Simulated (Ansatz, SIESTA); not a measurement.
An Ansatz (an electronic-structure program) input for a self-consistent single point of FePt (P4/mmm, 2 atoms in the cell) (DFT, PBE, plane waves, default PAW files):

Ansatz 0.2 input:
```yaml
# FePt
crystal:
  lattice:
    - [2.66560000, 0.00000000, 0.00000000]
    - [0.00000000, 2.66560000, 0.00000000]
    - [0.00000000, 0.00000000, 3.63580000]
  atoms:
    - { symbol: Fe, position: [0.00000000, 0.00000000, 0.00000000], spin: 3.0 }
    - { symbol: Pt, position: [0.50000000, 0.50000000, 0.50000000] }
basis:
  ecutwfc: 420.0 eV
kpoints:
  mp_grid: { grid: [9, 9, 7] }
hamiltonian:
  xc: pbe
  pseudopotentials: { kind: paw }
magnetization:
  spin_polarized: true
scf:
  occupations: { method: gaussian, width: 0.1 eV }
output:
  forces: true
  eigenvalues: true
  stress: true
```

Problem. Give the SIESTA input for the same structure, mesh, smearing and functional.

Solution. This is the input that was run; spellings and numerical settings could be chosen otherwise.

```
# files in the folder: Fe.psml Pt.psml (PseudoDojo PBE standard)
SystemName  FePt
SystemLabel FePt

NumberOfAtoms                2
NumberOfSpecies              2
%block ChemicalSpeciesLabel
  1 26 Fe
  2 78 Pt
%endblock ChemicalSpeciesLabel
LatticeConstant              2.665600 Ang
%block LatticeVectors
     1.000000000    0.000000000    0.000000000
     0.000000000    1.000000000    0.000000000
     0.000000000    0.000000000    1.363970588
%endblock LatticeVectors
AtomicCoordinatesFormat      Bohr
%block AtomicCoordinatesAndAtomicSpecies
     0.000000000    0.000000000    0.000000000  1
     2.518626979    2.518626979    3.435333122  2
%endblock AtomicCoordinatesAndAtomicSpecies

XC.functional                GGA
XC.authors                   PBE
PAO.BasisSize                DZP
PAO.EnergyShift              0.005 Ry
MeshCutoff                   400 Ry
%block kgrid.MonkhorstPack
    9   0   0  0.0
    0   9   0  0.0
    0   0   7  0.0
%endblock kgrid.MonkhorstPack
OccupationFunction           MP
OccupationMPOrder            0
ElectronicTemperature        100.0 meV
Spin                         polarized
%block DM.InitSpin
  1 +3.00
  2 +0.00
%endblock DM.InitSpin

MaxSCFIterations             150
SCF.Mixer.Method             Pulay
SCF.Mixer.Weight             0.1
SCF.Mixer.History            6
SCF.DM.Tolerance             1.0E-04
Diag.ParallelOverK           true
WriteForces                  true
Charge.Mulliken              end
```

Basis settings and potentials, where a program has them, do not carry over. This input uses DFT, GGA PBE, numerical atomic orbitals DZP, PseudoDojo PBE standard norm-conserving potentials (rewritten from UPF to PSML). Both were run: pressure 20.33 GPa in Ansatz and 20.96 in SIESTA; size of the net moment 1.57 μB/atom in Ansatz and 1.61 in SIESTA. Ansatz's pressure is the one without its finite-basis correction.

On SIESTA: the starting cell has typed, rounded lattice constants, without a prior relaxation at this level. For this run, on top of that: lattice scaled by 0.98. With one magnetic atom in the cell only a parallel order is possible. Values carry the incompleteness of an atom-centred basis. With a pressure of about 21 GPa the cell is away from its equilibrium volume at this level.

On Ansatz: the starting cell has typed, rounded lattice constants, without a prior relaxation at this level. For this run, on top of that: lattice scaled by 0.98. The magnetic order is the one reached from the typed start; others were not searched systematically. With a pressure of about 20 GPa the cell is away from its equilibrium volume at this level.
